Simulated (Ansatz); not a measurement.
# What isotropic strain −2.50 % does to Rb

Consider Rb in the bcc (W type) structure (space group Im-3m, No. 229; a = 5.5713 Å; relaxed with 0.1 eV smearing).

Now apply this change: an isotropic linear strain of −2.50 %, atoms relaxed at fixed cell.

All numbers come from PBEsol (Ansatz, a program for electronic structure), no spin-orbit coupling. k-mesh 17×17×17 (Γ-centred); smearing 0.1 eV (Fermi–Dirac).

```csv
quantity,base,changed,shift
volume per atom,86.46 Å³,80.14 Å³,-6.32 Å³
space group,Im-3m (No. 229),Im-3m (No. 229),–
energy relative to the base (free energy F),0 meV/atom,+4.7 meV/atom,+4.7 meV/atom
pressure,0.0 GPa,0.3 GPa,+0.3 GPa
band gap,zero,zero,–
```

Whether these cells are dynamically stable was not tested. The final runs are not spin-polarised.
